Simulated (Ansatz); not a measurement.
Data:

```xyz
8
Lattice="3.6742 0.0000 0.0000 0.0000 5.1961 0.0000 0.0000 0.0000 20.5113" Properties=species:S:1:pos:R:3 pbc="T T T"
O      2.7557     2.4014     7.4980
Hg     0.9186     1.5702     7.8998
O      4.5928     5.0757     9.4432
Hg     2.7557     3.9430     9.1916
O      6.4299     7.6737    11.0681
Hg     4.5928     6.5411    11.3197
O      8.2670    10.1956    13.0133
Hg     6.4299     9.3643    12.6115
```

No spin polarisation.

Calculations: Ansatz (a quantum-chemistry and plane-wave program), PBEsol, PAW, cutoff 420 eV, without spin-orbit coupling, earlier PAW set. Γ-centred 13×9×1 mesh, Fermi–Dirac width 0.05 eV. The cell is a slab with vacuum along z.

Task: What gap character does the calculation give?

Result: Direct at Γ.

Task: What is the computed band gap?

Result: 0.25 eV.

Task: Estimate the valence-band top at Γ (three highest levels, from the VBM).

Result: 0.00, -0.26, -0.37 eV.

Task: What is the computed layer's space group (with vacuum)?

Result: Pmn2_1 (No. 31).

With Hg present, leaving out spin-orbit coupling can change the band edges. Stability against distortions was not tested. The cell was made from HgO in the zinc blende structure (space group F-43m, No. 216; a hypothetical phase, not in the database extracts checked) by this change: a free-standing slab of 4 layers (8 atoms, 2 a layer) is cut normal to [110], with 15 Å of vacuum and the in-plane cell held at bulk. The zero or small gap of HgO can change with the level of theory.
